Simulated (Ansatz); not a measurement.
Pt: isotropic strain −1.00 %

The reference is Pt in the fcc (Cu type) structure (space group Fm-3m, No. 225; a = 3.942 Å; relaxed with 0.1 eV smearing).

It is then changed as follows: the cell is scaled by 0.9900 in all directions; the atoms relax in the strained cell.

Computed with plane-wave PAW DFT at the r2SCAN level (Ansatz, a first-principles code, 500 eV), spin-orbit coupling left out. Γ-centred 29×29×29 mesh, Fermi–Dirac width 0.1 eV.

Space group: Fm-3m (No. 225) (base Fm-3m (No. 225))
Shortest interatomic distance: 2.759 Å (base 2.787 Å)
Energy relative to the base (free energy F): +12 meV/atom
Pressure: 8.8 GPa (base 0.0 GPa)
Band gap: zero (base zero)

Final structure:

```yaml
crystal:
  lattice:
    - [0.00000, 1.95118, 1.95118]
    - [1.95118, 0.00000, 1.95118]
    - [1.95118, 1.95118, 0.00000]
  atoms:
    - { symbol: Pt, position: [0.00000, 0.00000, 0.00000] }
```

Cost of the whole job for the changed cell (relaxation, final SCF and bands): very roughly 28 core-seconds.

No phonon test of stability was made. All final runs are without spin polarisation.
